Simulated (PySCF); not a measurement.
PySCF 2.14.0, unrestricted BP86/def2-svp, df: Zn(F)2 triplet ([F][Zn][F]), charge 0, multiplicity 3, 3 atoms. The geometry is a generated start, not checked to be a minimum at this level.

```json
{
 "task": "energy",
 "method": "bp86",
 "basis": "def2-svp",
 "two_electron_scheme": "density fitting",
 "mol.max_memory": "3000 MB",
 "mf.max_cycle": "100",
 "mf.init_guess": "minao (default)",
 "mf.DIIS": "CDIIS (default)",
 "mf.conv_tol": "1e-09 (default)",
 "mf.grids.level": "3 (default)",
 "basis_functions": "59",
 "grid_points": "49168"
}
```

```xyz
3

Zn     0.5667     0.0258    -0.0664
F     -0.4428     1.0713    -0.9145
F     -0.1240    -1.0970     0.9809
```

Charge 0 and multiplicity 3 are set for this test and not shown to be the ground state.

One run each on 2 threads, 1 BLAS thread. Values of diis_space tried: 3, 5, 8 (default), 12, 20.

Which value of diis_space needs the fewest Fock builds, and what happens away from it?

Fewest Fock builds, within one of each other: 8 (default) with 15, 12 with 15, 20 with 15. The count rises to 36 at 3. All converge to one solution.

```
diis_space   Fock builds            end
-----------  -----------  -------------
3                     36  same solution
5                     17  same solution
8 (default)           15  same solution
12                    15  same solution
20                    15  same solution
```
